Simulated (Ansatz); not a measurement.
Convergence study of the k-point mesh for CoAl (P4mm, 2 atoms in the cell)

```xyz
2
Lattice="2.8514 0.0000 0.0000 0.0000 2.8514 0.0000 0.0000 0.0000 2.8514" Properties=species:S:1:pos:R:3 pbc="T T T"
Al     1.4257     1.4257     1.4757
Co     0.0000     0.0000     0.0000
```

Method: PBEsol, PAW files made with PBE (plane waves; Ansatz, an electronic-structure program).

Base settings: basis.ecutwfc = 420 eV; kpoints.mp_grid.grid = 12 12 12; hamiltonian.xc = pbesol; hamiltonian.pseudopotentials = {kind: paw} (the program's default PAW files); scf.occupations.method = gaussian; scf.occupations.width = 0.1 eV.

The second cell is the first with its lattice scaled by 0.98.

Only quantities that move along the ladder and can be compared are tabulated.

The count of work is k-points × plane waves × bands × iterations; it is no time. Core times come from one kind of shared machine, to one figure; runs under 30 s give none.

The starting cell has typed, rounded lattice constants, without a prior relaxation at this level. Its lattice was rescaled by up to half a per cent. One atom was moved a little off its site on purpose. Spin polarisation is off. In the base run, with a pressure of about -5 GPa the cell is away from its equilibrium volume at this level. Ansatz's pressure includes its estimate of the finite-basis (Pulay) stress.

```tsv
kpoints.mp_grid.grid	free energy less the last step's (meV/atom)	energy of the compressed cell less the first (meV/atom)	pressure (GPa)	largest difference of a force vector from the last step's (eV/Å)	count of work / last	core time / last (rough)
2 2 2	207.26	39.12	2.73	0.096	0.0016	–
3 3 3	-83.85	-10.35	-7.84	0.016	0.0012	–
4 4 4	60.15	7.86	-3.77	0.001	0.0043	–
5 5 5	-6.80	-1.11	-5.78	0.004	0.0043	–
6 6 6	2.02	2.17	-5.10	0.002	0.0082	–
7 7 7	-2.13	0.11	-5.54	0.001	0.0082	–
8 8 8	2.77	1.05	-5.32	0.000	0.018	–
9 9 9	-1.63	0.70	-5.40	0.000	0.015	–
10 10 10	-0.68	0.60	-5.43	0.000	0.030	–
11 11 11	0.97	0.90	-5.35	0.000	0.030	–
12 12 12	0.11	0.91	-5.35	0.000	0.047	–
13 13 13	-0.01	0.76	-5.39	0.000	0.047	–
15 15 15	0.07	0.80	-5.38	0.000	0.069	–
16 16 16	0.16	0.83	-5.37	0.000	0.096	–
18 18 18	-0.06	0.71	-5.40	0.000	0.13	–
22 22 22	0.02	0.79	-5.38	0.000	0.22	–
25 25 25	0.00	0.79	-5.38	0.000	0.28	–
28 28 28	-0.01	0.80	-5.38	0.000	0.43	–
31 31 31	-0.01	0.79	-5.38	0.000	0.52	0.6
34 34 34	0.00	0.79	-5.38	0.000	0.73	0.7
38 38 38	0.00	0.79	-5.38	0.000	1.0	1
```

Coarsest kpoints.mp_grid.grid that holds the energy of the compressed cell less the first within 0.5 meV/atom of the last step, with all finer ones: 8 8 8, at 0.018 of the last step's count of work; the step before is off by 0.68 meV/atom.

Coarsest kpoints.mp_grid.grid that holds the forces within 0.005 eV/Å of the last step, with all finer ones: 4 4 4, at 0.0043 of the last step's count of work; the step before is off by 0.016 eV/Å.

Coarsest kpoints.mp_grid.grid that holds the free energy within 0.5 meV/atom of the last step, with all finer ones: 12 12 12, at 0.047 of the last step's count of work; the step before is off by 0.97 meV/atom.

The energy difference between the two cells stays within 1 meV/atom of the last step's from 7 7 7 on, the total only from 10 10 10 on: much of the error is common to both cells and cancels.

Keys are those of Ansatz 0.2.
